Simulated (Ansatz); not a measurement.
The parent structure is Hf in the hcp (Mg type) structure (space group P6_3/mmc, No. 194; a = 3.1983 Å, c = 5.0488 Å; relaxed with 0.1 eV smearing). Axes: x lies along a and z along c of the hexagonal cell.

Level of theory: plane-wave PAW DFT at the r2SCAN level (Ansatz, a first-principles code, 500 eV), no spin-orbit coupling.

Now apply this change: the cell is compressed by 2.44 % along y with no lateral relaxation, atoms relaxed at fixed cell.

Predict the stress tensor and what it implies for the stiffness.

Stress of the strained cell less that of the base (GPa, compression positive):
```
    2.0     0.0     0.0
    0.0     4.9     0.0
    0.0     0.0     1.6
```

Then −Δσ_ii/ε with ε = -0.0244 gives secant stiffness values (nonlinear terms included at this strain): C22 ≈ 200 GPa, C12 ≈ 82 GPa and C23 ≈ 66 GPa.

As a check, the harmonic strain energy −½ V₀ Δσ:ε is 8.3 meV/atom; the computed energy rise is 8.1 meV/atom.

No phonon test of stability was made. All final runs are without spin polarisation.
